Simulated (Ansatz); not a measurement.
Mo (Im-3m), PBEsol, DFPT electron-phonon coupling, linearised Boltzmann equation in Ansatz (a program for electronic structure): Condition of this run: hydrostatic pressure 15 GPa (the target of the relaxation). phonon-limited resistivity 4.49 μΩ·cm at 300 K, 6.25 μΩ·cm at 400 K, current-weighted mean free path 13.9 nm, Drude plasma energy 9.34 eV.

Q: What is the classical skin depth at 100 GHz (nonmagnetic, μ₀ = 1.257×10⁻⁶ H/m)?

A: δ = √(ρ/(π f μ₀)) = 337 nm.

Q: What temperature coefficient of resistance follows, and how does it compare with 1/T?

A: (ρ₄₀₀ − ρ₃₀₀)/(100 K × ρ₃₀₀) = 3.92×10⁻³ K⁻¹, against 1/T = 3.33×10⁻³ K⁻¹ for a resistivity proportional to T. It lies higher because phonons are still being populated at 300 K; impurities would add a constant and lower it.

Q: Estimate the resistivity of a 40 nm square wire with diffuse walls from ρ ≈ ρ₀(1 + 3ℓ/4d).

A: 1 + 0.75 × 13.9/40 = 1.26, so ρ ≈ 5.66 μΩ·cm and a line 1 μm long has 35.4 Ω. The formula is the free-electron limit for d well above ℓ; grain boundaries add to it.

A metal at this level (no band gap). Only scattering by harmonic phonons is included (no impurities, grain boundaries, electron-electron scattering or thermal expansion). Spin-orbit coupling is left out. The squared frequency of the phonon mode least converged on the k mesh is uncertain by about 38 %. The run warned that the eigensolver left some states short of its tolerance. Halving the electron mesh (40x40x40) moves the resistivity by up to 3 % at 300 K, the mean free path by up to 3 %. Smearing 0.20 eV; phonons on a 6x6x6 q mesh, which this run doesn't test.
